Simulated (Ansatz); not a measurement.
Structures of equal composition on the (111)B surface of 3C silicon carbide (C plane on top): (√3x√3)R30° Sn adatom at H3; (√3x√3)R30° Sn adatom at T4. The slabs share one bottom face, and each structure is named by its start. These are constructed structures in small cells; real faces may alloy, dewet or reconstruct in larger ones, and not all known structures of the face are among them. Slabs of about 11 Å with all that they carry, Fermi-Dirac smearing of 0.025 eV. Bottom of the slabs: H caps. Relaxed from the named starts with such symmetry as they have, on meshes of like density; energies extrapolated to zero smearing; no spin-orbit coupling, no U. Spin-polarised runs, if any, are marked in brackets, and their order is one that fits the cell; the others ran without spin. Where a second, spin-polarised start was run, the lower counts.

Host crystal: 3C silicon carbide, with a band gap (PBE, scalar-relativistic without spin-orbit coupling).

The numbers are results of r2SCAN, at the PBE geometry (plane waves to 500 eV, PAW; Ansatz, an electronic-structure program), not measurements.

Task: Put the candidates in order of energy per 1x1 cell, lowest first, for r2SCAN, at the PBE geometry.

Result: (√3x√3)R30° Sn adatom at H3 (0.000 eV [spin, 1.0 μB a cell], gap 0.39 eV on the mesh), (√3x√3)R30° Sn adatom at T4 (0.049 eV [spin, 1.0 μB a cell], gap 0.31 eV on the mesh)
